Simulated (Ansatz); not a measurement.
The structure below was relaxed with PBEsol (Ansatz, a first-principles code, PAW, no spin-orbit coupling).

```
CELL_PARAMETERS angstrom
      0.00000     2.68453     2.68453
      2.68453     0.00000     2.68453
      2.68453     2.68453     0.00000
ATOMIC_POSITIONS crystal
  Te 0.75000 0.75000 0.75000
  B  0.00000 0.00000 0.00000
```

**Question.** Find the space group and the Wyckoff positions.

**Answer.** Space group F-43m (No. 216); a = 5.369 Å, b = 5.369 Å, c = 5.369 Å, α = 90.00°, β = 90.00°, γ = 90.00°

```csv
atom,site,symmetry,x,y,z
Te,4c,-43m,0.2500,0.2500,0.2500
B,4a,-43m,0.0000,0.0000,0.0000
```

**Question.** Describe the coordination.

**Answer.** The crystal has 8 atoms in its conventional cell. Lattice parameters: a = b = c = 5.3691 Å, α = β = γ = 90.00°. Te sees 4 B at 2.325 Å (tetrahedral). B sees 4 Te at 2.325 Å (tetrahedral). (Neighbours: up to the widest gap in distance over summed covalent radii, below 1.35, at either atom.)

No phonon test of stability was made. All final runs are without spin polarisation. An odd electron count without spin: BTe. The cell was made from BP by this change: P → Te; the result is a hypothetical phase, not in the database extracts checked.
